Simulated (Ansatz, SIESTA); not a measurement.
## Code comparison for Nb₃Au₂ (P1, 5 atoms in the cell)

Self-consistent single point, at a second geometry (atoms moved at random). First geometry:

```xyz
5
Lattice="-1.7078 1.7078 7.6609 1.7078 -1.7078 7.6609 1.7078 1.7078 -7.6609" Properties=species:S:1:pos:R:3 pbc="T T T"
Nb     0.0000     0.0000     0.0000
Nb     0.0000     0.0000     6.1171
Nb     0.0000     0.0000     9.2047
Au     0.0000     0.0000     3.0608
Au     0.0000     0.0000    12.2610
```

Second geometry:
```
CELL_PARAMETERS angstrom
     -1.70781     1.70781     7.66090
      1.70781    -1.70781     7.66090
      1.70781     1.70781    -7.66090
ATOMIC_POSITIONS crystal
  Nb 0.00402 0.00599 0.00614
  Nb 0.39423 0.39643 0.99243
  Nb 0.59015 0.59686 0.98907
  Au 0.20987 0.19739 0.00485
  Au 0.80173 0.80334 0.00750
```

Shared settings, as Ansatz (a first-principles code) writes them: kpoints.mp_grid.grid = 7 7 7; scf.occupations.method = gaussian; scf.occupations.width = 0.2 eV. Potentials and cutoffs stand in the table.

```csv
code,model,ΔF from the first geometry (meV/atom),pressure (GPa),largest force (eV/Å),cutoff
Ansatz,"PBEsol, default PAW files made with PBE",7.2,-6.28,0.621,420 eV
SIESTA,"GGA PBEsol, numerical atomic orbitals DZP, PseudoDojo PBEsol standard norm-conserving potentials (rewritten from UPF to PSML)",6.0,-8.48,0.653,grid 400 Ry
```

Size of the force on each atom (eV/Å): Sizes of forces hide their directions.

```tsv
code	Nb1	Nb2	Nb3	Au4	Au5
Ansatz	0.621	0.284	0.495	0.411	0.375
SIESTA	0.653	0.324	0.485	0.348	0.286
```

On Ansatz's run: spin-orbit coupling is off. Spin polarisation is off.

The spread over the programs that give each value: ΔF from the first geometry within 1.2 meV/atom; pressure within 2.20 GPa; largest force within 0.032 eV/Å.

SIESTA uses small atom-centred bases, whose incompleteness enters pressures, forces and empty levels differently from a plane-wave cutoff. Ansatz's pressure is given at a fixed set of plane waves, as the other plane-wave codes print theirs; with its correction for the finite basis it is -6.25 GPa.

The starting cell comes from a database of computed structures (which also holds hypothetical and non-ambient phases and stackings), without a prior relaxation at this level. For this run, on top of that: atoms moved at random.

Keys are those of Ansatz 0.2.
